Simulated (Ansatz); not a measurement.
Method: PBE (plane waves to 420 eV, PAW; Ansatz, an electronic-structure program).

Planar average of the electrostatic potential across the slab, in eV from the Fermi level, for C on the 1x1 (0001) surface of hcp Ti, one in a 2x1 cell, started at the site 'hollow Ti-Ti-Ti over Ti at depth 2.2 Å':

(z (Å), V (eV)): (5.20, 4.39); (5.49, 4.38); (5.78, 4.38); (6.07, 4.37); (6.36, 4.35); (6.64, 4.31); (6.93, 4.25); (7.22, 4.11); (7.51, 3.87); (7.80, 3.42); (8.09, 2.60); (8.38, 1.17); (8.67, -1.41); (8.96, -6.22); (9.24, -10.76); (9.53, -12.78); (9.82, -11.99); (10.11, -8.55); (10.40, -3.76); (10.69, -1.40); (10.98, -3.47); (11.27, -8.20); (11.56, -11.75); (11.84, -12.59); (12.13, -10.54); (12.42, -5.96); (12.71, -1.42); (13.00, -0.21); (13.29, -2.21); (13.58, -7.05); (13.87, -11.17); (14.16, -12.61); (14.44, -11.17); (14.73, -7.10); (15.02, -2.30); (15.31, -0.36); (15.60, -1.74); (15.89, -6.31); (16.18, -10.63); (16.47, -12.65); (16.76, -12.57); (17.04, -11.19); (17.33, -7.67); (17.62, -3.06); (17.91, 1.17); (18.20, 3.46); (18.49, 4.41); (18.78, 4.81); (19.07, 4.98); (19.36, 5.06); (19.64, 5.09); (19.93, 5.11); (20.22, 5.11); (20.51, 5.12); (20.80, 5.12); (21.09, 5.12); (21.38, 5.12); (21.67, 5.12)

Slab: 9 atoms, 6.8 Å thick at the start under the adsorbate (thin: gaps and levels are the slab's own); k 6x12x1, smearing 0.1 eV, dipole-corrected; 4 atoms held, the rest relaxed; held to the start's symmetry, so lower structures may exist; no spin, no spin-orbit, no U, no dispersion correction. At the end it is bonded to 3 Ti. In PBE it is, or lies within 0.03 eV of, the lowest of the starts that converged.

Question: The surface cell has an area of 14.96 Å². What dipole along the normal does the step between the two vacuum levels imply?

Answer: the top vacuum level lies 0.73 eV above the bottom one; p = −ε₀ A ΔV (ε₀ = 0.005526 e/(V·Å)) gives -0.06 e·Å a cell.
